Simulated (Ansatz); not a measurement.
## CsSnI3: energy against strain

CsSnI3 (cubic perovskite, Pm-3m, 46.081 Å³/atom at rest) under an equal strain ε in the (001) plane with the normal axis free, as in a coherent film. PBEsol in Ansatz, a plane-wave DFT program (PAW, default set), 420 eV, 8×8×8 Γ-centred mesh, Fermi-Dirac smearing 0.05 eV; ions are relaxed within the symmetry of each cell.

Here s stands for strain and y for E less E0.

```csv
strain (%),E less E0 (meV/atom)
-1.20,2.10
-0.60,0.52
0.00,0.00
0.60,0.47
1.20,1.88
3.00,?
```

Question: Fit y against s with a parabola, and predict the withheld value at s = 3.00.

Answer: Least squares gives y = -0.002 - 0.0817·s + 1.3829·s². Residuals (row less fit): 0.013, -0.025, 0.002, 0.023, -0.011; standard error 0.027 (degrees of freedom: 2). Twice the quadratic coefficient over the volume, 2 × 1.3829 meV × 10⁴ × 0.1602 / 46.081 Å³, is twice the biaxial elastic modulus of this plane = 96 ± 1.4 GPa. At the withheld row, y = -0.002 - 0.0817 × 3.0 + 1.3829 × 3.0² = 12.199 meV/atom. The calculation gives 11.12 meV/atom, 1.079 meV/atom below the prediction (9.7 % of the range of y in the table). The row lies outside the fitted rows, so this is an extrapolation. From the scatter of the fitted rows alone, a prediction at this place has a standard error of 0.173 meV/atom, so the miss is 6.2 times that.

One order more, fitted to all 11 runs of the series, follows each within 0.02, so the miss is the next term of a smooth law. This level leaves no gap over 0.05 eV at strain -1.20, -0.60, where the mesh may be coarse. The primitive cell can neither tilt nor turn polar against its symmetry, as such crystals can under strain. CsSnI3 is here the ideal cubic form; the compound distorts at low or room temperature. Rows are the converged runs of the series near zero and its far end; series whose fitted rows scatter by over a few per cent of the range, as at a crossing or softening among them, aren't shown in this form. Most that stay on the fit to the last digits aren't either.
